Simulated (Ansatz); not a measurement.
## PbS (C2/m, No. 12, 4 atoms in the cell; start mp-726184; a measured phase of this formula has another space group)

Method: HSE06 (plane waves, PAW; Ansatz, a first-principles code).

Settings: plane-wave cutoff 500 eV, 6×6×1 k mesh (along the axes of the cell as run), gaussian smearing 0.02 eV, scalar-relativistic PAW data made under PBE.

Cell (relaxed at this level):

```cif
data_Pb4S4
_chemical_formula_sum 'Pb4 S4'
_space_group_name_H-M_alt 'C2/m'
_space_group_IT_number 12
_space_group_name_Hall '-C 2y'
_cell_length_a 5.96010
_cell_length_b 5.96008
_cell_length_c 16.56390
_cell_angle_alpha 90.000
_cell_angle_beta 94.369
_cell_angle_gamma 90.000
loop_
_atom_site_label
_atom_site_type_symbol
_atom_site_symmetry_multiplicity
_atom_site_Wyckoff_symbol
_atom_site_fract_x
_atom_site_fract_y
_atom_site_fract_z
_atom_site_occupancy
Pb1 Pb 4 i 0.26780 0.50000 0.08563 1
S1 S 4 i 0.26595 0.00000 0.07495 1
```
(The calculation used a cell of 4 atoms; values per cell refer to that cell.)

| Item | Result |
|---|---|
| band gap | 2.75 eV (on the SCF k mesh) |

Note: the relaxation could not lower the start's symmetry, so the cell can be a saddle point above a distorted one; the cell has widely spaced layers and the level no dispersion term, so their spacing and the moduli can rest on weak binding.

Spin–orbit coupling is not included; with these elements it can move the gap by several tenths of an eV or more.

The computed numbers hold no vibrational or temperature effects.

A start named mp-… is a Materials Project structure, which need not be a measured phase.
